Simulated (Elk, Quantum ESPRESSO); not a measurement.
Equation of state of CsCl-type CuZn (space group 221): energy against volume (Elk, PBE)

```
CELL_PARAMETERS angstrom
      2.89755     0.00000     0.00000
      0.00000     2.89755     0.00000
      0.00000     0.00000     2.89755
ATOMIC_POSITIONS crystal
  Zn 0.50000 0.50000 0.50000
  Cu 0.00000 0.00000 0.00000
```

Level of theory: Elk with PBE, all-electron FP-LAPW, Elk's shipped species files, LAPW+lo basis. Settings: xctype = 20; rgkmax = 9.12; stype = 3; swidth = 0.00183747 Ha; ngridk = 20 20 20; gmaxvr = 16 1/bohr; nxoapwlo = 1; rmtscf = 0.93; sphere radii = {Zn: 2.232, Cu: 2.232} bohr. The cell above is the first row's. The rows scale it uniformly. In all rows fractional positions and the k mesh are held. E is the free energy at the stated smearing, counted from the lowest row.

```
V (Å^3/atom)  E (meV/atom)
------------  ------------
12.164                   ?
12.428               14.43
12.692                5.33
12.957                0.70
13.221                0.00
13.486                2.90
13.750                8.90
14.015               17.65
14.279               28.94
```

The 8 complete rows are fitted with the third-order Birch-Murnaghan form, a cubic in V^(-2/3), E against V. With u = V^(-2/3) - 0.178, the rows have u = 0.008380, 0.005786, 0.003272, 0.000851, -0.001500, -0.003767, -0.005970, -0.008097. Least squares gives E = 0.662 - 1018.59·u + 311357·u² + 742311·u³. Residuals (row less fit): 0.002, -0.006, 0.011, -0.021, 0.012, 0.022, -0.032, 0.012; standard error 0.025 (degrees of freedom: 4). Its minimum lies at u = 0.001626, so V0 = (0.179626)^(-3/2) = 13.14. There d²E/du² = 630000 and d³E/du³ = 4454000, so B0 = (4/9) × 13.14^(-7/3) × 630000 × 0.160218 = 110 GPa (the last factor turns the table's units into GPa), and B0' = 4 + (2/3) × 0.179626 × (4454000)/630000 = 4.8.

Problem. Predict the withheld E at V = 12.164 from the fit, and compare with the calculation.

Solution. u = 0.011067, so E = 0.662 - 1018.59 × 0.011067 + 311357 × 0.011067² + 742311 × 0.011067³ = 28.530 meV/atom. The calculation gives 28.60 meV/atom, 0.070 meV/atom above the prediction (0.2 % of the range of E in the table). The row lies outside the fitted rows, so this is an extrapolation. From the scatter of the fitted rows alone, a prediction at this place has a standard error of 0.073 meV/atom, so the miss is 1.0 times that.

Carrying the step between the two nearest rows on in a straight line would have given 23.53, off by 5.07; series whose last step already gives the withheld value aren't shown. The scan was laid around a cell of about the measured size, scaled by a guess for this functional. The runs keep the symmetry of the cell, so they don't test it for distortions. A plane-wave scan with the same functional (Quantum ESPRESSO, GBRV) gives V0 = 13.04 Å^3/atom and B0 = 115 GPa; a Birch-Murnaghan fit to all rows here lies 0.7 % from it in V0 and -4 % in B0; the two differ in basis, and may differ in potentials and mesh. Spin polarisation is off. Values depend on the basis (sphere radii, cutoffs, local orbitals), which need not be converged. Sphere radii are the same in all rows. Cutoffs and mesh are single choices, not tested for convergence of this quantity. Series with a scatter that would blur these digits, or in which a gap closes, are not shown. Nor are scans whose minimum lies at an end fitted in this form.
